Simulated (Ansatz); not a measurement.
Carrier doping in hypothetical P4/nmm BeS

The parent structure is BeS (space group P4/nmm, No. 129; a hypothetical phase, not in the database extracts checked; layered, stacked along the Cartesian z axis).

```xyz
4
Lattice="3.4521 0.0000 0.0000 0.0000 3.4521 0.0000 0.0000 0.0000 5.6208" Properties=species:S:1:pos:R:3 pbc="T T T"
Be     1.7261     1.7261     2.8104
Be     0.0000     0.0000     2.8104
S      1.7261     0.0000     4.0300
S      0.0000     1.7261     1.5908
```

Carriers are added at fixed cell with a uniform background; the Fermi–Dirac width is that of 300 K.

Calculations: DFT with PBEsol, PAW potentials and a 420 eV plane-wave cutoff in Ansatz (a program for electronic structure), without spin-orbit coupling.

Notes on the quantities. Fermi level from band edge: Fermi level relative to the doped band's edge (positive inside the band; to 0.05 eV).

| variant | gap between the host's bands | Fermi level from band edge |
|---|---|---|
| undoped | 3.39 eV | – |
| electrons 2.0×10^21 cm⁻³ | 3.37 eV | +0.65 eV |
| electrons 3.0×10^21 cm⁻³ | 3.35 eV | +0.75 eV |
| electrons 5.0×10^21 cm⁻³ | 3.32 eV | +0.90 eV |
| electrons 7.0×10^21 cm⁻³ | … | … |
| holes 2.0×10^21 cm⁻³ | 3.44 eV | +0.15 eV |
| holes 3.0×10^21 cm⁻³ | 3.47 eV | +0.20 eV |
| holes 5.0×10^21 cm⁻³ | 3.52 eV | +0.25 eV |
| holes 7.0×10^21 cm⁻³ | 3.58 eV | +0.30 eV |

Question: What belongs in the blanks?

Answer: 
- electrons 7.0×10^21 cm⁻³, gap between the host's bands: 3.30 eV
- electrons 7.0×10^21 cm⁻³, Fermi level from band edge: +1.05 eV

Charged cell with a jellium background: band edges are those of the host's band count, energies are not comparable with the neutral cell, and many-body gap narrowing is missing. Stability against distortions was not tested. The base started in Pnma and relaxed to P4/nmm at this level. No dispersion term is included in the PBEsol runs.
